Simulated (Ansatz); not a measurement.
An Ansatz (a first-principles code) run: Na with a change (pressure 30 GPa); plane-wave PAW DFT at the PBEsol level (Ansatz, 420 eV), no spin-orbit coupling, earlier PAW set.

Input:

Ansatz 0.2 input:
```yaml
crystal:
  lattice:
    - [-1.7014608913, 1.7014608913, 1.7014608913]
    - [1.7014608913, -1.7014608913, 1.7014608913]
    - [1.7014608913, 1.7014608913, -1.7014608913]
  atoms:
    - { symbol: Na, position: [0, 0, 0] }
basis: { ecutwfc: 420, ecutrho_ratio: 4, xc_grid: 2, fft_grid_basis: typed }
kpoints: { mp_grid: { grid: [16, 16, 16] } }
hamiltonian:
  xc: pbesol
  dispersion: none
  pseudopotentials: { azcp: { folder: ./paw }, kind: paw }
scf: { occupations: { method: fermi_dirac, width: 0.05 } }
relax: { f_tol: 0.01, max_steps: 60, cell: { stress_tol: 0.02, p_target: 30.0 } }
output: { forces: true, stress: true }
checkpoint: { write: state.ck, write_every: 1000 }
```

Output (explanatory and most iteration lines left out):

```
Relaxation: its limit of steps is 60 (relax.max_steps)
Pseudopotential: Na, paw, valence charge 9
Crystal: 1 atoms, lattice volume = 19.703 Å³
Basis set: ecut = 420 eV, 381 PW (Γ), exchange–correlation on 40×40×40 points (8 copies of the dense FFT grid, shifted against one another)
Bands: 9, of which v1, the nominal top of the filled ones, is band 5 counted from 1 (4 counted from 0)
Symmetry: 48 space group operations
Space group: Im-3m (ITA 229), of the structure as read, at distance tolerance 2.7e-5 Å
k-points: 145 of 4096
Functional: x = pbesol(κ = 0.804, μ = 0.12345679012345678), c = pbesol(β = 0.046)
SCF iter   1: F=—  HF=-1475.409115 eV  |F-HF|=—  |Δ(HF+E_count)|=         —  Δρ=1.23e-2  dr2=3.45e-2  ethr=3.10e-3  ⟨swp⟩=5.5  Hψ=8851  notcnv=0
SCF iter   2: F=—  HF=-1475.398353 eV  |F-HF|=—  |Δ(HF+E_count)|=   1.08e-2  Δρ=4.67e-3  dr2=4.20e-3  ethr=3.84e-4  ⟨swp⟩=2.8  Hψ=3437  notcnv=0  defer=41
SCF 1 converged in 6 iterations: F = -1475.397346 eV  dr2 = 4.43e-12
relax step   1: F+E_penalty+E_count = -1475.39734644 eV  Δ(F+E_penalty+E_count) = +0.000e0 eV  max|allowed force component| = 0.000e0 eV/Å  Δτ_max = 0.0000 Å  P = +14.998 GPa  Ω = 19.703 Å³  (6 SCF iters, dr2 threshold 1.00e-7 eV, accepted)
[... steps on the carried basis left out ...]
relax step   6: F+E_penalty+E_count = -1474.89863902 eV  Δ(F+E_penalty+E_count) = +1.454e-4 eV  max|allowed force component| = 0.000e0 eV/Å  Δτ_max = 0.0000 Å  P = +29.997 GPa  Ω = 15.990 Å³  stress off target by 3.17e-3 GPa  SCF on the basis re-selected at this cell (its energy is not comparable with the rows above)  (5 SCF iters)
SCF converged after 5 iterations
Free energy (F): -1474.898639 eV
Internal energy: -1474.895987 eV  (E = F + TS)
E sigma→0 (E₀):  -1474.897313 eV
Entropy (-TS):   -0.002652 eV (-2.652 meV/atom)
Fermi energy:    7.410689 eV
--- Forces (eV/Å), atoms counted from 1 ---
  atom   1  Na     0.00000000     0.00000000     0.00000000
--- Stress (GPa, compression-positive) ---
       29.996825      -0.000000       0.000000
       -0.000000      29.996825      -0.000000
       -0.000000      -0.000000      29.996825
  P = ⅓ Tr σ = 29.9968 GPa (299.968 kbar)
--- Relaxed structure (5 steps of the walk, 5 accepted, 1 SCFs on fresh bases) ---
  cell:  # Å, volume = 15.9902 Å³
    - [-1.587075649201473, 1.587075649201473, 1.587075649201473]
    - [1.587075649201473, -1.587075649201473, 1.587075649201473]
    - [1.587075649201473, 1.587075649201473, -1.587075649201473]
  atoms:
    - { symbol: Na, position: [0.0, 0.0, 0.0] }
```

Load acts through the strain it causes; cell and atoms are relaxed under it. No phonon test of stability was made. Competing high-pressure phases were not computed. The cell was made from Na in the bcc (W type) structure (space group Im-3m, No. 229) by this change: pressure 30 GPa.
